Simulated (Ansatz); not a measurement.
Base system: K in the bcc (W type) structure (space group Im-3m, No. 229; a = 5.212 Å). Axes: x, y, z lie along the cube axes.

Structures relaxed with Ansatz (a quantum-chemistry and plane-wave program), PBEsol, PAW, cutoff 420 eV, spin-orbit coupling left out.

Base:

Simulated powder pattern, Cu Kα1, λ = 1.54056 Å (kinematic, ideal powder, no thermal factors, no anomalous dispersion; the 10 strongest lines at most, above 2 %, up to 2θ = 90°):

```
2θ (°)  I/Imax (%)    hkl
------  ----------  -----
24.13          100  (110)
34.38           19  (200)
42.44           39  (211)
49.42           12  (220)
55.72           15  (310)
61.58          3.6  (222)
67.14           16  (321)
77.66          7.8  (411)
82.74          4.4  (420)
87.76          3.9  (332)
```

Now apply this change: biaxial strain +1.18 %, plane normal [001], relaxed out of plane (Cartesian); in-plane vectors clamped, the third vector and the atoms free.

After the change:

Simulated powder pattern, Cu Kα1, λ = 1.54056 Å (kinematic, ideal powder, no thermal factors, no anomalous dispersion; the 10 strongest lines at most, above 2 %, up to 2θ = 90°):

```tsv
2θ (°)	d (Å)	I/Imax (%)	hkl
23.84	3.729	52	(110)
24.22	3.671	100	(101)
33.97	2.637	20	(200)
35.07	2.557	8.9	(002)
42.16	2.142	40	(211)
42.85	2.109	19	(112)
49.62	1.836	12	(202)
55.02	1.668	8.1	(310)
66.42	1.406	8.5	(321)
66.93	1.397	8.3	(312)
```

The indices refer to the base's conventional cell; one index is shown for lines that coincide. The space group is now I4/mmm (No. 139).

Stability against distortions was not tested.
